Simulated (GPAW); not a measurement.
GPAW run on AlSn (P1, 2 atoms in the cell): self-consistent single point.

Computed with LDA (Perdew-Wang 92), GPAW PAW datasets LDA (gpaw-data 1.0.1) (plane waves; GPAW).

The change in words: atoms moved at random. Reference geometry:
```yaml
crystal:
  lattice:
    - [4.19811, 0.00000, 0.00000]
    - [-2.09905, 3.63567, 0.00000]
    - [0.00000, 0.00000, 3.30685]
  atoms:
    - { symbol: Al, position: [0.00000, 0.00000, 0.00000] }
    - { symbol: Sn, position: [0.33333, 0.66667, 0.50000] }
```

Reference input (self-consistent single point, DFT LDA (Perdew-Wang 92), plane waves, GPAW PAW datasets LDA (gpaw-data 1.0.1)): mode = pw; ecut = 550 eV; xc = LDA; kpts = 7 7 8; mesh shift (steps) = 0 0 0; occupations.name = methfessel-paxton; occupations.width = 0.1 eV; occupations.order = 0; nbands = -8; convergence.density = 1e-05 e/electron; convergence.energy = 1e-05 eV/electron; symmetry.symmorphic = false. This run's input differs from it in these lines:

```diff
@@ -8,4 +8,4 @@
                     [0.000000, 0.000000, 3.306850]],
-              scaled_positions=[[0.000000, 0.000000, 0.000000],
-                                [0.333333, 0.666667, 0.500000]],
+              scaled_positions=[[-0.005350, -0.008041, 0.004556],
+                                [0.338683, 0.674708, 0.495444]],
               pbc=True)
```

Output, abridged:

```
     iter     time        total  log10-change:
                         energy   eigst   dens
iter:   1 --:--:--    -8.550291
iter:   2 --:--:--    -8.556438   -1.49  -1.37
iter:   3 --:--:--    -8.521363   -2.18  -1.39
iter:   4 --:--:--    -8.524791   -3.42  -2.19
iter:   5 --:--:--    -8.518462   -3.51  -2.44
iter:   6 --:--:--    -8.519154   -4.51  -2.66
iter:   7 --:--:--    -8.519112   -5.46  -2.63
iter:   8 --:--:--    -8.518253   -4.29  -2.82
iter:   9 --:--:--    -8.518256   -5.68  -3.48
iter:  10 --:--:--    -8.518250c  -6.72  -3.44
iter:  11 --:--:--    -8.518232c  -6.03  -3.50
iter:  12 --:--:--    -8.518232c  -7.51c -3.79
iter:  13 --:--:--    -8.518232c  -8.28c -3.88
iter:  14 --:--:--    -8.518241c  -6.38  -3.98
iter:  15 --:--:--    -8.518240c  -8.24c -4.00
iter:  16 --:--:--    -8.518239c  -8.18c -4.01
iter:  17 --:--:--    -8.518237c  -7.85c -4.02
iter:  18 --:--:--    -8.518235c  -7.76c -4.10
iter:  19 --:--:--    -8.518234c  -7.97c -4.16
   [... 3 lines left out ...]
iter:  23 --:--:--    -8.518234c  -9.56c -4.47
iter:  24 --:--:--    -8.518233c  -8.42c -4.57
iter:  25 --:--:--    -8.518233c  -8.61c -4.63
iter:  26 --:--:--    -8.518233c  -9.13c -4.66
iter:  27 --:--:--    -8.518233c -10.35c -5.02c
Converged after 27 iterations.

Dipole moment: (-1.767773, 1.589785, -0.222149) |e|*Ang

Energy contributions relative to reference atoms: (reference = -174444.008118)

Kinetic:         +4.999593
Potential:       -3.880568
External:        +0.000000
XC:              -9.650441
Entropy (-ST):   -0.001456
Local:           +0.013911
SIC:             +0.000000
--------------------------
Free energy:     -8.518961
Extrapolated:    -8.518233

Showing only first 2 kpts
 Kpt  Band  Eigenvalues  Occupancy
  0     6      5.07670    2.00000
  0     7      5.32789    1.71840
  0     8      6.00488    0.00000
  0     9      7.97725    0.00000

  1     6      5.30588    1.83488
  1     7      5.51037    0.13260
  1     8      5.55559    0.03208
  1     9      6.63351    0.00000

Fermi level: 5.40403

No gap
No difference between direct/indirect transitions
Energy (eV): -8.518233

Forces in eV/Ang:
  0 Al    0.04275    0.19029   -0.04207
  1 Sn   -0.04282   -0.19056    0.04215

Stress tensor:
     0.016505    -0.000650     0.000081
    -0.000650     0.022528     0.000342
     0.000081     0.000342     0.020022
Stress (GPa, Voigt): [ 2.6444  3.6094  3.2078  0.0548  0.0129 -0.1041]
```

The run converged in 27 iterations. GPAW prints stress with tension positive. Against the reference run the free energy rises by 3.2 meV/atom, the pressure stays near -3.15 GPa while the xx stress (positive for compression) goes from -3.20 to -2.64 GPa and the largest force goes from 0.000 to 0.200 eV/Å.

The starting cell comes from a database of computed structures (which also holds hypothetical and non-ambient phases and stackings), without a prior relaxation at this level. For this run, on top of that: atoms moved at random. With a pressure of about -3 GPa the cell is away from its equilibrium volume at this level.

Cost on one core of a shared machine: roughly 90 s.
